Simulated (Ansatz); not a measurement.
Functionals compared on a constructed model of the (111) surface of fcc Rh, a pseudomorphic layer of Re in the host's stacking (bottom of the slab: a bare face, its two planes held), in Ansatz (plane waves, PAW). The structure was relaxed with PBE; the other rows are single points on it. Cutoff 420 eV (500 eV for r2SCAN).

Slab: 7 atoms, 13.7 Å thick at the start with caps and adatoms (thin: gaps and levels are the slab's own); k 16x16x1, smearing 0.1 eV, dipole-corrected; 2 atoms held, the rest relaxed; held to the start's symmetry, so lower structures may exist; no spin, no spin-orbit, no U. In PBE it lies 0.04 eV a 1x1 cell over the lowest computed structure of the same composition (a pseudomorphic layer of Re in the other hollow). These notes are the PBE run's.

```json
[
 {"functional": "PBE", "work function of the top face (eV)": "5.44", "rough cost of the single point": "–"},
 {"functional": "RPBE", "work function of the top face (eV)": "5.31", "rough cost of the single point": "about 24 core-seconds (a rough figure)"},
 {"functional": "r2SCAN", "work function of the top face (eV)": "?", "rough cost of the single point": "roughly 50 core-seconds"}
]
```

### Question
What belongs in the gaps?

### Answer

- r2SCAN, work function of the top face (eV): 5.54

Ansatz is a quantum-chemistry and plane-wave program.
